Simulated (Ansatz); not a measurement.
The starting structures come from a database of crystals and need not be the phases stable at ambient conditions.

 Where the default PAW files enter, the runs use the earlier of Ansatz's two default sets.

By PBEsol, the system below comes out a metal.

The ballistic (Sharvin) conductance counts the channels at the Fermi level: G/A = (e²/h) × channels of both spins per area.

Given:

```
Cu
1.0
    3.98010     0.00000     0.00000
    1.86496     3.51612     0.00000
    1.99005     1.19712     0.84404
Cu
1
Direct
  0.00000   0.00000   0.00000
```

Space group of this cell: C2/m. The cell is strained (lengths along the current scaled by 1.03, ions clamped); by PBEsol its mean pressure is -5.7 GPa.

The current flows along the normal of the first two printed cell vectors. No spin-orbit coupling; the value is a mean over 0.1 eV about the Fermi level.

Question: Compute, with PBEsol run with Ansatz (a program for electronic structure), the ballistic conductance per area.

Answer: 1.2 × 10¹⁵ S/m² for both spins.
